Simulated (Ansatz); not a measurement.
# A computed series for MgO: response to strain

Base system: MgO in the rock salt structure (space group Fm-3m, No. 225; a = 4.2141 Å). Axes: x, y, z lie along the cube axes.

Strains are applied to the cell and any free atomic positions relax; under biaxial strain the out-of-plane vector relaxes too; under stress the whole cell relaxes.

Level of theory: PBEsol, PAW, 420 eV (Ansatz, a first-principles code; no SOC).

Notes on the quantities. pressure: mean of the normal stresses, compression positive.

```csv
change,band gap,volume per atom,pressure
base,4.62 eV,9.35 Å³,0.00 GPa
"biaxial strain −2.34 %, plane normal [110], relaxed out of plane",4.82 eV,9.02 Å³,6.38 GPa
"biaxial strain +1.98 %, plane normal [110], relaxed out of plane",…,…,…
"biaxial strain −1.03 %, plane normal [111], relaxed out of plane",4.75 eV,9.20 Å³,2.79 GPa
"biaxial strain +2.47 %, plane normal [111], relaxed out of plane",4.07 eV,9.74 Å³,-5.79 GPa
isotropic strain +0.91 %,4.36 eV,9.61 Å³,-4.04 GPa
uniaxial strain ε_yy = +0.35 %,4.58 eV,9.39 Å³,-0.54 GPa
uniaxial strain ε_yy = +4.07 %,4.19 eV,9.74 Å³,-5.33 GPa
"uniaxial stress, 8 GPa compression along z",4.72 eV,9.23 Å³,–
tensor shear ε_yz = −0.30 %,4.60 eV,9.35 Å³,0.00 GPa
```

Question: What belongs in the blanks?

Answer: 
- biaxial strain +1.98 %, plane normal [110], relaxed out of plane, band gap: 4.22 eV
- biaxial strain +1.98 %, plane normal [110], relaxed out of plane, volume per atom: 9.66 Å³
- biaxial strain +1.98 %, plane normal [110], relaxed out of plane, pressure: -4.63 GPa

A biaxial case was relaxed in a doubled cell and then solved in the primitive one. Beyond what the load breaks, stability against distortions was not tested.
